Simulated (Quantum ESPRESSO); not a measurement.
Quantum ESPRESSO run on PdIn (P1, 2 atoms in the cell): self-consistent single point.

Method of the run: LDA (PZ), GBRV 1.5 ultrasoft (LDA) pseudopotentials (plane waves; Quantum ESPRESSO 7.5).

```xyz
2
Lattice="3.2500 0.0000 0.0000 0.0000 3.2500 0.0000 0.0000 0.0000 3.2500" Properties=species:S:1:pos:R:3 pbc="T T T"
In     1.6292     1.6197     1.6038
Pd    -0.0042     0.0053     0.0212
```

Reference input (self-consistent single point, DFT, PBE, plane waves, GBRV 1.5 ultrasoft (PBE) pseudopotentials): ecutwfc = 40 Ry; ecutrho = 320 Ry; occupations = smearing; smearing = gaussian; degauss = 0.0099958 Ry; potentials = {In: in_pbe_v1.4.uspp.F.UPF, Pd: pd_pbe_v1.4.uspp.F.UPF}; K_POINTS = automatic 8 8 8 0 0 0; conv_thr = 1e-10 Ry. This run's input differs from it in these lines:

```diff
@@ -22,4 +22,4 @@
 ATOMIC_SPECIES
-In   114.8180  in_pbe_v1.4.uspp.F.UPF
-Pd   106.4200  pd_pbe_v1.4.uspp.F.UPF
+In   114.8180  in_lda_v1.4.uspp.F.UPF
+Pd   106.4200  pd_lda_v1.4.uspp.F.UPF
 ATOMIC_POSITIONS {angstrom}
```

Log, with long lists cut:

```
     Self-consistent Calculation

     iteration #  1     ecut=    40.00 Ry     beta= 0.70

     negative rho (up, down):  7.251E-02 0.000E+00

     total energy              =    -327.05113822 Ry
     estimated scf accuracy    <       8.59329426 Ry

     iteration #  2     ecut=    40.00 Ry     beta= 0.70

     negative rho (up, down):  7.704E-02 0.000E+00

     total energy              =    -330.84703862 Ry
     estimated scf accuracy    <      11.12364088 Ry

     iteration #  3     ecut=    40.00 Ry     beta= 0.70

     negative rho (up, down):  7.724E-02 0.000E+00

     total energy              =    -331.90626768 Ry
     estimated scf accuracy    <       0.61530075 Ry

   [... 6 blocks of this kind left out ...]

     iteration # 10     ecut=    40.00 Ry     beta= 0.70

     negative rho (up, down):  7.662E-02 0.000E+00

     total energy              =    -331.98917778 Ry
     estimated scf accuracy    <          1.4E-09 Ry

     iteration # 11     ecut=    40.00 Ry     beta= 0.70

     negative rho (up, down):  7.662E-02 0.000E+00
     End of self-consistent calculation

     Number of k-points >= 100: set verbosity='high' to print the bands.

     the Fermi energy is    16.2652 ev

!    total energy              =    -331.98917778 Ry
     estimated scf accuracy    <          3.0E-11 Ry
     smearing contrib. (-TS)   =      -0.00082228 Ry
     internal energy E=F+TS    =    -331.98835550 Ry

     convergence has been achieved in  11 iterations

     negative rho (up, down):  7.662E-02 0.000E+00

     Forces acting on atoms (cartesian axes, Ry/au):

     atom    1 type  1   force =    -0.00121999    0.00153806    0.00606546
     atom    2 type  2   force =     0.00121999   -0.00153806   -0.00606546

     Total force =     0.009016     Total SCF correction =     0.000003

     negative rho (up, down):  7.662E-02 0.000E+00
          total   stress  (Ry/bohr**3)                   (kbar)     P=      -56.00
  -0.00037914  -0.00000062  -0.00000244          -55.77       -0.09       -0.36
  -0.00000062  -0.00037925   0.00000307           -0.09      -55.79        0.45
  -0.00000244   0.00000307  -0.00038355           -0.36        0.45      -56.42

   JOB DONE.
```

The run converged in 11 iterations. Against the reference run the pressure goes from 5.41 to -5.60 GPa and the largest force goes from 0.205 to 0.164 eV/Å.

The starting cell has typed, rounded lattice constants, without a prior relaxation at this level. Its atoms were displaced at random from the sites of space group no. 221. Spin polarisation is off. With a pressure of about -6 GPa the cell is away from its equilibrium volume at this level.

Cost on one core of a shared machine: roughly 50 s.
